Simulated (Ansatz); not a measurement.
## Variants of one calculation on Bi2Se3 (R-3m, 5 atoms in the cell)

```yaml
crystal:
  lattice:
    - [2.06551, 1.19252, 9.83257]
    - [-2.06551, 1.19252, 9.83257]
    - [0.00000, -2.38504, 9.83257]
  atoms:
    - { symbol: Bi, position: [0.39844, 0.39844, 0.39844] }
    - { symbol: Bi, position: [0.60156, 0.60156, 0.60156] }
    - { symbol: Se, position: [0.00000, 0.00000, 0.00000] }
    - { symbol: Se, position: [0.21572, 0.21572, 0.21572] }
    - { symbol: Se, position: [0.78428, 0.78428, 0.78428] }
```

Base run A: PBEsol, PAW files made with PBE in Ansatz (an electronic-structure program), self-consistent single point.

Its settings: basis.ecutwfc = 420 eV; kpoints.mp_grid.grid = 5 5 5; kpoints.mp_grid.shift = 0.5 0.5 0.5; hamiltonian.xc = pbesol; hamiltonian.pseudopotentials = {kind: paw} (an earlier, softer set of the program's PAW files); scf.occupations.method = gaussian; scf.occupations.width = 0.05 eV.

The starting cell comes from a database of computed structures (which also holds hypothetical and non-ambient phases and stackings), without a prior relaxation at this level. Its lattice was rescaled by a random factor within 2.5 % of one. Spin-orbit coupling is off. Ansatz's pressure includes its estimate of the finite-basis (Pulay) stress. The shifted mesh does not hold Γ, so a gap read on it misses any band edge there.

ΔF is the free energy per atom less that of run A. A dash stands where there is no value to compare (another energy zero or no entropy term, no result, no spin, no clean gap, or a mesh too coarse for one). Total energies depend on the potentials, the functional and any Hubbard or dispersion term, so they are compared only between runs that share all of them.

Runs E sample the zone with one or two k-points, far too few for so small a cell.

Runs:
- B: hamiltonian.pseudopotentials: {kind: paw} (an earlier, softer set of the program's PAW files) → {kind: paw_fr}; magnetization.noncollinear: default → true; magnetization.spin_orbit: default → true [PBEsol with spin-orbit coupling]
- C: scf.convergence.dr2_threshold: default (1e-07 eV) → 1e-05 eV
- D: crystal.symmetry.detect: default → false
- E: kpoints.mp_grid.grid: 5 5 5 → 2 2 2; hamiltonian.xc: pbesol → pbe [PBE]
- F: scf.self_checks: default → high
- G: scf.mixing.algorithm: default (the program chose MSR1) → anderson; scf.mixing.ndim: default → 20
- H: scf.mixing.algorithm: default (the program chose MSR1) → broyden; scf.mixing.beta: default → 0.3

```
run  ΔF (meV/atom)  pressure (GPa)  largest force (eV/Å)  gap on the mesh (eV)  k-points
---  -------------  --------------  --------------------  --------------------  --------
A             0.00           -0.17                 0.149                 0.437        19
B                –            0.18                 0.285                     –        19
C             0.00           -0.17                 0.149                 0.437        19
D             0.00           -0.17                 0.149                 0.437        63
E                –            4.16                 0.153                 0.765         2
F             0.00           -0.17                 0.149                 0.437        19
G             0.00           -0.17                 0.149                 0.437        19
H             0.00           -0.17                 0.149                 0.437        19
```

Run E against A: The pressure goes from -0.17 to 4.16 GPa, the largest force moves little (0.149 to 0.153 eV/Å) and the gap on the mesh goes from 0.437 to 0.765 eV.

Run B against A: The pressure goes from -0.17 to 0.18 GPa and the largest force goes from 0.149 to 0.285 eV/Å.

Run D against A: The free energy is nearly the same (within 1 meV/atom), the pressure stays at -0.17 GPa, the largest force stays at 0.149 eV/Å and the gap on the mesh stays at 0.437 eV.

Keys are those of Ansatz 0.2.
